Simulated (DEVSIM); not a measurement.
Device: Al0.2Ga0.8As/GaAs p-n heterojunction, at 350 K.

```tsv
layer (left to right)	material	thickness (μm)	Nd (cm⁻³)	Na (cm⁻³)	τn (s)	τp (s)
1	Al0.2Ga0.8As	1.90	-	1.1e18	8e-9	8e-9
2	GaAs	0.630	6.4e16	-	8e-9	8e-9
```

Left contact: ohmic. Right contact: ohmic. Voltage is applied to the left contact. Recombination: SRH at mid-gap, radiative. Mobility is μmin + (μ − μmin)/(1 + (N/Nref)^α).

This is a model device: material constants are rounded textbook-type values typed into the input, and sizes, dopings and lifetimes were drawn at random. Values at 300 K; Nc and Nv go as T^1.5, mobilities as T to minus their exponent, the gap by Varshni's rule with the affinity fixed.

```
parameter         Al0.2Ga0.8As      GaAs
----------------  ------------  --------
gap (eV)                1.6734     1.424
affinity (eV)            3.912      4.07
permittivity             12.33      12.9
Nc (cm⁻³)              6.04e17    4.7e17
Nv (cm⁻³)                 9e18      9e18
μn (cm²/Vs)               4980      8500
μp (cm²/Vs)                250       400
μn,min                     500       500
μp,min                      20        20
Nref,n                    6e16      6e16
Nref,p                  1.5e17    1.5e17
αn                        0.39      0.39
αp                        0.38      0.38
T exponent of μn           2.1       2.1
T exponent of μp           2.2       2.2
B (cm³/s)                2e-10     2e-10
Varshni α (eV/K)      0.000541  0.000541
Varshni β (K)              204       204
```

DEVSIM, 1D drift-diffusion, Boltzmann statistics, complete ionisation; no tunnelling, impact ionisation, image-force lowering or self-heating. Band offsets follow the typed affinities; no thermionic-emission limit at abrupt steps, no polarisation charge.

### Question
Tabulate band edges, carrier densities and field at -5.0 V on the left contact.

### Answer
Energies count from the Fermi level of the right contact; mesh points crowd at the junctions.

```json
[
 {"x (μm)": "0.000", "Ec (eV)": "6.580", "Ev (eV)": "4.930", "n (cm⁻³)": "< 1e2", "p (cm⁻³)": "1.1e18", "field (V/cm)": "≈ 0"},
 {"x (μm)": "0.006496", "Ec (eV)": "6.580", "Ev (eV)": "4.930", "n (cm⁻³)": "< 1e2", "p (cm⁻³)": "1.1e18", "field (V/cm)": "≈ 0"},
 {"x (μm)": "0.02068", "Ec (eV)": "6.580", "Ev (eV)": "4.930", "n (cm⁻³)": "< 1e2", "p (cm⁻³)": "1.1e18", "field (V/cm)": "≈ 0"},
 {"x (μm)": "0.05502", "Ec (eV)": "6.580", "Ev (eV)": "4.930", "n (cm⁻³)": "< 1e2", "p (cm⁻³)": "1.1e18", "field (V/cm)": "≈ 0"},
 {"x (μm)": "0.1743", "Ec (eV)": "6.580", "Ev (eV)": "4.930", "n (cm⁻³)": "< 1e2", "p (cm⁻³)": "1.1e18", "field (V/cm)": "≈ 0"},
 {"x (μm)": "0.3988", "Ec (eV)": "6.580", "Ev (eV)": "4.930", "n (cm⁻³)": "< 1e2", "p (cm⁻³)": "1.1e18", "field (V/cm)": "≈ 0"},
 {"x (μm)": "0.9423", "Ec (eV)": "6.580", "Ev (eV)": "4.930", "n (cm⁻³)": "< 1e2", "p (cm⁻³)": "1.1e18", "field (V/cm)": "≈ 0"},
 {"x (μm)": "1.573", "Ec (eV)": "6.580", "Ev (eV)": "4.930", "n (cm⁻³)": "< 1e2", "p (cm⁻³)": "1.1e18", "field (V/cm)": "≈ 0"},
 {"x (μm)": "1.763", "Ec (eV)": "6.580", "Ev (eV)": "4.930", "n (cm⁻³)": "< 1e2", "p (cm⁻³)": "1.1e18", "field (V/cm)": "≈ 0"},
 {"x (μm)": "1.842", "Ec (eV)": "6.580", "Ev (eV)": "4.930", "n (cm⁻³)": "< 1e2", "p (cm⁻³)": "1.1e18", "field (V/cm)": "-10"},
 {"x (μm)": "1.878", "Ec (eV)": "6.565", "Ev (eV)": "4.914", "n (cm⁻³)": "< 1e2", "p (cm⁻³)": "6.6e17", "field (V/cm)": "-33000"},
 {"x (μm)": "1.896", "Ec (eV)": "6.315", "Ev (eV)": "4.665", "n (cm⁻³)": "< 1e2", "p (cm⁻³)": "1.7e14", "field (V/cm)": "-280000"},
 {"x (μm)": "1.901", "Ec (eV)": "5.995", "Ev (eV)": "4.594", "n (cm⁻³)": "< 1e2", "p (cm⁻³)": "1.6e13", "field (V/cm)": "-330000"},
 {"x (μm)": "1.908", "Ec (eV)": "5.758", "Ev (eV)": "4.357", "n (cm⁻³)": "< 1e2", "p (cm⁻³)": "6.2e9", "field (V/cm)": "-320000"},
 {"x (μm)": "1.936", "Ec (eV)": "4.909", "Ev (eV)": "3.507", "n (cm⁻³)": "< 1e2", "p (cm⁻³)": "5700", "field (V/cm)": "-290000"},
 {"x (μm)": "1.987", "Ec (eV)": "3.535", "Ev (eV)": "2.134", "n (cm⁻³)": "130", "p (cm⁻³)": "5200", "field (V/cm)": "-250000"},
 {"x (μm)": "2.108", "Ec (eV)": "1.179", "Ev (eV)": "-0.222", "n (cm⁻³)": "610", "p (cm⁻³)": "2700", "field (V/cm)": "-140000"},
 {"x (μm)": "2.312", "Ec (eV)": "0.069", "Ev (eV)": "-1.332", "n (cm⁻³)": "6.1e16", "p (cm⁻³)": "< 1e2", "field (V/cm)": "-800"},
 {"x (μm)": "2.463", "Ec (eV)": "0.067", "Ev (eV)": "-1.334", "n (cm⁻³)": "6.4e16", "p (cm⁻³)": "< 1e2", "field (V/cm)": "≈ 0"},
 {"x (μm)": "2.502", "Ec (eV)": "0.067", "Ev (eV)": "-1.334", "n (cm⁻³)": "6.4e16", "p (cm⁻³)": "< 1e2", "field (V/cm)": "≈ 0"},
 {"x (μm)": "2.521", "Ec (eV)": "0.067", "Ev (eV)": "-1.334", "n (cm⁻³)": "6.4e16", "p (cm⁻³)": "< 1e2", "field (V/cm)": "≈ 0"},
 {"x (μm)": "2.530", "Ec (eV)": "0.067", "Ev (eV)": "-1.334", "n (cm⁻³)": "6.4e16", "p (cm⁻³)": "< 1e2", "field (V/cm)": "≈ 0"}
]
```
